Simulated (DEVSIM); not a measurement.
Device: abrupt Si n-p junction, at 350 K.

| layer (left to right) | material | thickness (μm) | Nd (cm⁻³) | Na (cm⁻³) | τn (s) | τp (s) |
|---|---|---|---|---|---|---|
| 1 | Si | 0.890 | 1.5e15 | - | 0.00024 | 0.00024 |
| 2 | Si | 68.0 | - | 8.5e16 | 0.00024 | 0.00024 |

Left contact: ohmic. Right contact: ohmic. Voltage is applied to the left contact. Recombination: SRH at mid-gap. Mobility is μmin + (μ − μmin)/(1 + (N/Nref)^α).

Constants are typed, rounded textbook-type inputs, not results; the design itself was drawn at random and stands for no fabricated device. Values at 300 K; Nc and Nv go as T^1.5, mobilities as T to minus their exponent, the gap by Varshni's rule with the affinity fixed.

| parameter | Si |
|---|---|
| gap (eV) | 1.124 |
| affinity (eV) | 4.05 |
| permittivity | 11.7 |
| Nc (cm⁻³) | 2.86e19 |
| Nv (cm⁻³) | 3.1e19 |
| μn (cm²/Vs) | 1417 |
| μp (cm²/Vs) | 470 |
| μn,min | 52 |
| μp,min | 45 |
| Nref,n | 9.7e16 |
| Nref,p | 2.2e17 |
| αn | 0.68 |
| αp | 0.72 |
| T exponent of μn | 2.3 |
| T exponent of μp | 2.2 |
| Varshni α (eV/K) | 0.000473 |
| Varshni β (K) | 636 |

Model (solved in DEVSIM): 1D drift-diffusion, Boltzmann statistics, complete ionisation; no tunnelling, impact ionisation, image-force lowering or self-heating.

The temperature was swept, all else fixed.

```csv
temperature (K),potential step across the device at zero bias (V),dark forward voltage at 100 A/cm² (V)
250,0.808,0.857
300,0.717,0.810
350,0.622,0.770
400,0.524,(withheld)
450,0.423,0.708
500,0.322,0.685
```

Q: Some entries are withheld; supply them.

A: 
- 400, dark forward voltage at 100 A/cm² (V): 0.736
